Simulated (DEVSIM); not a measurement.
Device: Cr/Al2O3/p-Ge capacitor, at 300 K.

Layer 1 from the left is Al2O3, thickness (nm) 2.10. Layer 2 from the left is Ge, thickness (nm) 3500, Na (cm⁻³) 2.9e15.

Metal gate on the left, work function 4.5 eV. Fixed charge at the semiconductor interface -5.9e11 cm⁻² (in units of +e); no interface traps.

Constants are typed, rounded textbook-type inputs, not results; the design itself was drawn at random and stands for no fabricated device. Values at 300 K.

Al2O3: gap (eV) 6.8, affinity (eV) 1.35, permittivity 9. Ge: gap (eV) 0.664, affinity (eV) 4, permittivity 16, Nc (cm⁻³) 1.04e19, Nv (cm⁻³) 6e18.

Model (solved in DEVSIM): 1D Poisson equation in equilibrium, Boltzmann statistics, complete ionisation; no quantum confinement or tunnelling. Metal contacts follow the ideal Schottky-Mott rule: no Fermi-level pinning, no interface dipoles.

Task: What does the simulation give for the threshold voltage (band bending 2φF), the flat-band voltage, the minimum of the low-frequency capacitance?

Result: threshold voltage (band bending 2φF) 0.32 V; flat-band voltage 0.06 V; minimum of the low-frequency capacitance 0.0475 μF/cm².
